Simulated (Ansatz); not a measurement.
We consider C11b MoSi2, described by PBE-D4 (Ansatz, a quantum-chemistry and plane-wave program, plane waves, PAW).

Numerical settings: plane-wave cutoff 520 eV, 24×24×24 k mesh, Fermi–Dirac smearing 0.05 eV, no spin polarisation, scalar-relativistic PAW data made under PBE.

The cell is scaled about its equilibrium volume:

Shape and atoms are relaxed at each volume.

```csv
V (Å³/atom),P (GPa),c (Å),a (Å)
12.660,9.83,7.715,3.138
12.924,4.65,7.760,3.161
13.188,0.00,7.804,3.184
13.452,-4.17,7.849,3.207
13.715,-7.91,7.893,3.229
```
